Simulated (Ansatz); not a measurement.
**InSe, pressure series**

Consider InSe in the beta-GaS type structure (space group P6_3/mmc, No. 194; layered, stacked along the Cartesian z axis).

```
InSe
1.0
    4.03209     0.00000     0.00000
   -2.01605     3.49190     0.00000
    0.00000     0.00000    16.76410
In Se
4 4
Direct
  0.33333   0.66667   0.66668
  0.66667   0.33333   0.16668
  0.66667   0.33333   0.33332
  0.33333   0.66667   0.83332
  0.33333   0.66667   0.08992
  0.66667   0.33333   0.58992
  0.66667   0.33333   0.91008
  0.33333   0.66667   0.41008
```

Cell and atoms are relaxed at each pressure.

Method: PBE-D3(BJ) (Ansatz, a first-principles code; PAW; 420 eV plane waves; without spin-orbit coupling).

Computed cases, in order: pressure −1 GPa; 0 GPa (base); pressure 9 GPa; pressure 18 GPa; pressure 30 GPa; pressure 45 GPa; pressure 60 GPa.

Q: Between which two neighbouring cases does the band gap open or close?

A: Between pressure 18 GPa (0.10 eV) and pressure 30 GPa (zero). The whole series: pressure −1 GPa: 0.42 eV; 0 GPa (base): 0.37 eV; pressure 9 GPa: 0.73 eV; pressure 18 GPa: 0.10 eV; pressure 30 GPa: zero; pressure 45 GPa: zero; pressure 60 GPa: zero.

A case with no gap was solved on a k-mesh chosen for an insulator, which is coarse for it. From pressure 45 GPa on, the axis ratios lie over 15 % from the base's, so the cell there is far from its starting form. Load acts through the strain it causes; cell and atoms are relaxed under it. No phonon test of stability was made. Competing high-pressure phases were not computed. All final runs are without spin polarisation. The zero or small gap of InSe under pressure 18 GPa and InSe under pressure 30 GPa can change with the level of theory.
